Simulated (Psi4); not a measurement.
Psi4 1.11, BP86/def2-tzvp: Te(Br)(SMe) (CS[Te]Br), 7 atoms. The geometry is a generated start, not checked to be a minimum at this level.

```
Item                                                  Value
--------------------------  -------------------------------
task                                                 energy
method                                                 bp86
basis                                             def2-tzvp
memory                                                 3 GB
maxiter                                                 100
keys of the molecule block                      symmetry c1
scf_type                                       df (default)
guess                        auto, which took SAD (default)
scf_initial_accelerator                     adiis (default)
e_convergence                               1e-06 (default)
d_convergence                               1e-06 (default)
dft_radial_points                              75 (default)
dft_spherical_points                          302 (default)
effective core potentials   those of the basis set, past Kr
basis functions                                         184
grid points                                          150017
```

```xyz
7

Te     1.4953     0.4864     1.6749
Br     2.1972     2.3335     0.1432
S      0.7770    -1.0989     0.0713
C     -0.8795    -0.5035    -0.3953
H     -1.4947    -0.3618     0.4876
H     -1.3080    -1.2769    -1.0238
H     -0.7874     0.4212    -0.9577
```

One run each on 2 threads. Values of diis_max_vecs tried: 3, 6, 10 (default), 20.

**Question.** How does the count of SCF iterations change with diis_max_vecs, and where is it least?

**Answer.** Fewest SCF iterations, within one of each other: 6 with 13, 10 (default) with 12, 20 with 12. The count rises to 34 at 3. All converge to one solution.

```tsv
diis_max_vecs	SCF iterations	end
3	34	same solution
6	13	same solution
10 (default)	12	same solution
20	12	same solution
```
